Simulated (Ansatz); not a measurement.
Electronic density of states of amorphous Hf32La4O70, density 8.48 g/cm³, on a 2×2×2 Γ-centred mesh with a Gaussian width of 0.1 eV; energies count from the Fermi level, whose place inside the gap is arbitrary. Cell and mesh are small, so fine structure isn't converged. Level of theory: PBE, scalar-relativistic without spin-orbit coupling (plane waves to 420 eV, PAW; Ansatz, an electronic-structure program). Sampling: a 2×2×2 Γ-centred mesh; Fermi-Dirac width 0.02 eV; no spin polarisation. At PBE the levels at the filled edge of the gap are localised (band-tail or defect states), and the nearest spread-out levels lie 4.2 eV apart at the zone centre.

The cell was made by melting and quenching with the CHGNet potential and then relaxed with DFT. O atoms were pushed apart under 1.9 Å during the dynamics, to hinder bonds among them. The hot cell started wider than the set density and was brought back towards it in steps. It is the lowest in DFT energy of 4 quenches. It is a model cell: composition and starting density were chosen by hand, and all elements were melted together. No dispersion term was used. Its density started from a set value of 8.28 and ended at 8.48 g/cm³. Cooling (nominally 600 K/ps over its main leg) ran many orders faster than in experiment, which tends to leave more defects and strain. One small periodic cell is one sample of the glass; other quenches scatter about these values. Volume and shape were free in the relaxation.

(E - EF (eV), states/(eV atom)): (-12.00, 3.15); (-11.90, 1.70); (-11.80, 0.57); (-11.70, 0.06); (-11.60, 0.00); (-11.50, 0.00); (-11.40, 0.00); (-11.30, 0.00); (-11.20, 0.00); (-11.10, 0.00); (-11.00, 0.00); (-10.90, 0.00); (-10.80, 0.00); (-10.70, 0.00); (-10.60, 0.00); (-10.50, 0.00); (-10.40, 0.00); (-10.30, 0.00); (-10.20, 0.00); (-10.10, 0.00); (-10.00, 0.00); (-9.90, 0.00); (-9.80, 0.00); (-9.70, 0.00); (-9.60, 0.00); (-9.50, 0.00); (-9.40, 0.00); (-9.30, 0.00); (-9.20, 0.00); (-9.10, 0.00); (-9.00, 0.00); (-8.90, 0.00); (-8.80, 0.00); (-8.70, 0.00); (-8.60, 0.00); (-8.50, 0.00); (-8.40, 0.00); (-8.30, 0.00); (-8.20, 0.00); (-8.10, 0.00); (-8.00, 0.00); (-7.90, 0.00); (-7.80, 0.00); (-7.70, 0.00); (-7.60, 0.00); (-7.50, 0.00); (-7.40, 0.00); (-7.30, 0.00); (-7.20, 0.00); (-7.10, 0.01); (-7.00, 0.08); (-6.90, 0.23); (-6.80, 0.36); (-6.70, 0.41); (-6.60, 0.42); (-6.50, 0.47); (-6.40, 0.49); (-6.30, 0.58); (-6.20, 0.65); (-6.10, 0.73); (-6.00, 0.80); (-5.90, 0.84); (-5.80, 0.86); (-5.70, 0.91); (-5.60, 0.93); (-5.50, 0.93); (-5.40, 0.90); (-5.30, 0.86); (-5.20, 0.85); (-5.10, 0.88); (-5.00, 0.86); (-4.90, 0.84); (-4.80, 0.82); (-4.70, 0.84); (-4.60, 0.87); (-4.50, 0.86); (-4.40, 0.84); (-4.30, 0.85); (-4.20, 0.89); (-4.10, 0.91); (-4.00, 0.89); (-3.90, 0.92); (-3.80, 0.97); (-3.70, 0.98); (-3.60, 0.96); (-3.50, 0.94); (-3.40, 0.94); (-3.30, 0.98); (-3.20, 1.02); (-3.10, 0.98); (-3.00, 0.94); (-2.90, 0.96); (-2.80, 0.93); (-2.70, 0.88); (-2.60, 0.88); (-2.50, 0.86); (-2.40, 0.79); (-2.30, 0.66); (-2.20, 0.52); (-2.10, 0.40); (-2.00, 0.30); (-1.90, 0.13); (-1.80, 0.02); (-1.70, 0.00); (-1.60, 0.00); (-1.50, 0.00); (-1.40, 0.00); (-1.30, 0.00); (-1.20, 0.00); (-1.10, 0.00); (-1.00, 0.00); (-0.90, 0.00); (-0.80, 0.00); (-0.70, 0.00); (-0.60, 0.00); (-0.50, 0.00); (-0.40, 0.00); (-0.30, 0.00); (-0.20, 0.00); (-0.10, 0.00); (0.00, 0.00); (0.10, 0.00); (0.20, 0.00); (0.30, 0.00); (0.40, 0.00); (0.50, 0.00); (0.60, 0.00); (0.70, 0.00); (0.80, 0.00); (0.90, 0.00); (1.00, 0.00); (1.10, 0.00); (1.20, 0.00); (1.30, 0.00); (1.40, 0.00); (1.50, 0.00); (1.60, 0.00); (1.70, 0.00); (1.80, 0.02); (1.90, 0.11); (2.00, 0.24); (2.10, 0.35); (2.20, 0.51); (2.30, 0.74); (2.40, 0.98); (2.50, 1.20); (2.60, 1.28); (2.70, 1.05); (2.80, 0.84); (2.90, 0.79); (3.00, 0.89); (3.10, 1.00); (3.20, 0.98); (3.30, 0.89); (3.40, 0.82); (3.50, 0.81); (3.60, 0.80); (3.70, 0.79); (3.80, 0.76)

The level gap on this mesh is 3.85 eV; the broadening fills part of it in the curve.
